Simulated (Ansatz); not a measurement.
Data:

```
CELL_PARAMETERS angstrom
      0.00000     2.82847     2.82847
      2.85930     0.00000     2.82847
      2.85930     2.82847     0.00000
ATOMIC_POSITIONS crystal
  Te 0.75000 0.75000 0.75000
  Be 0.00000 0.00000 0.00000
```

No spin polarisation.

The values are results of r2SCAN, PAW, 500 eV (Ansatz, an electronic-structure program; without spin-orbit coupling), not measurements. Settings: 10×10×10 k-points, 0.05 eV Fermi–Dirac smearing.

Question: Predict the band gap and stress.

Answer: Band gap: 2.36 eV
Stress (xx, yy, zz, yz, xz, xy; compression positive): (-1.09, -0.39, -0.39, 0.00, 0.00, 0.00) GPa

Spin-orbit coupling, missing from the scalar runs, can matter with Te. The cells carry an imposed strain or load. Whether these cells are dynamically stable was not tested. The cell was made from BeTe in the zinc blende structure (space group F-43m, No. 216) by this change: uniaxial strain ε_xx = +1.09 %.
